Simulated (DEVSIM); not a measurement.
Structure: Co/SiO2/p-Si capacitor, at 250 K.

| layer (left to right) | material | thickness (nm) | Na (cm⁻³) |
|---|---|---|---|
| 1 | SiO2 | 1.40 | - |
| 2 | Si | 2300 | 6e16 |

Metal gate on the left, work function 5 eV. Fixed charge at the semiconductor interface 0 cm⁻² (in units of +e); no interface traps.

This is a model device: material constants are rounded textbook-type values typed into the input, and sizes, dopings and lifetimes were drawn at random. Values at 300 K; Nc and Nv go as T^1.5, mobilities as T to minus their exponent, the gap by Varshni's rule with the affinity fixed.

| parameter | SiO2 | Si |
|---|---|---|
| gap (eV) | 9 | 1.124 |
| affinity (eV) | 0.9 | 4.05 |
| permittivity | 3.9 | 11.7 |
| Nc (cm⁻³) | - | 2.86e19 |
| Nv (cm⁻³) | - | 3.1e19 |
| Varshni α (eV/K) | - | 0.000473 |
| Varshni β (K) | - | 636 |

Simulated with DEVSIM: 1D Poisson equation in equilibrium, Boltzmann statistics, complete ionisation; no quantum confinement or tunnelling. Metal contacts follow the ideal Schottky-Mott rule: no Fermi-level pinning, no interface dipoles.

The interface trap density was swept, all else fixed.

```json
[
 {"interface trap density (cm^-2 eV^-1)": "0", "flat-band voltage (V)": "-0.06", "threshold voltage (band bending 2φF) (V)": "0.88", "minimum of the low-frequency capacitance (μF/cm²)": "0.0797"},
 {"interface trap density (cm^-2 eV^-1)": "1e10", "flat-band voltage (V)": "-0.06", "threshold voltage (band bending 2φF) (V)": "0.88", "minimum of the low-frequency capacitance (μF/cm²)": "0.0811"},
 {"interface trap density (cm^-2 eV^-1)": "1e11", "flat-band voltage (V)": "-0.06", "threshold voltage (band bending 2φF) (V)": "0.88", "minimum of the low-frequency capacitance (μF/cm²)": "0.0944"},
 {"interface trap density (cm^-2 eV^-1)": "3e11", "flat-band voltage (V)": "-0.07", "threshold voltage (band bending 2φF) (V)": "0.89", "minimum of the low-frequency capacitance (μF/cm²)": "0.124"},
 {"interface trap density (cm^-2 eV^-1)": "1e12", "flat-band voltage (V)": "-0.09", "threshold voltage (band bending 2φF) (V)": "0.90", "minimum of the low-frequency capacitance (μF/cm²)": "0.220"},
 {"interface trap density (cm^-2 eV^-1)": "2e12", "flat-band voltage (V)": "-0.11", "threshold voltage (band bending 2φF) (V)": "___", "minimum of the low-frequency capacitance (μF/cm²)": "___"}
]
```

Question: What belongs in the gaps?

Answer: 
- 2e12, threshold voltage (band bending 2φF) (V): 0.93
- 2e12, minimum of the low-frequency capacitance (μF/cm²): 0.346
